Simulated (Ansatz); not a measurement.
## How the bulk modulus of OsRh (model structure, started from the CsCl type, Pm-3m, No. 221, 2 atoms in the cell) moves with the method

No measured value is used here.

```tsv
level (code)	value (GPa)	cell (Å³/atom)
LDA (Ansatz)	349	13.83
PBE (Ansatz)	297	14.55
PBEsol (Ansatz)	331	14.07
r²SCAN (Ansatz)	323	14.24
```

The crystal itself was run without spin with LDA, PBE, PBEsol, r²SCAN; a magnetic state was not tried in these runs. Density-functional levels without +SOC have no spin–orbit coupling. LDA, PBE, PBEsol, r²SCAN: the run has no spin polarisation, so it can have missed a magnetic state. LDA, PBE, PBEsol, r²SCAN: the bulk modulus is −V dP/dV from two relaxed cells at ±2 % in volume. Each level is taken at its own relaxed cell. Cutoffs differ between the levels. Ansatz's density-functional and Hartree–Fock values are scalar-relativistic unless marked +SOC, with PAW data made under PBE.

A model structure was made by putting elements into a prototype or built by hand; it is no filed structure, need not be a known phase, and can be a saddle point held by its symmetry.

Ansatz is a first-principles code.
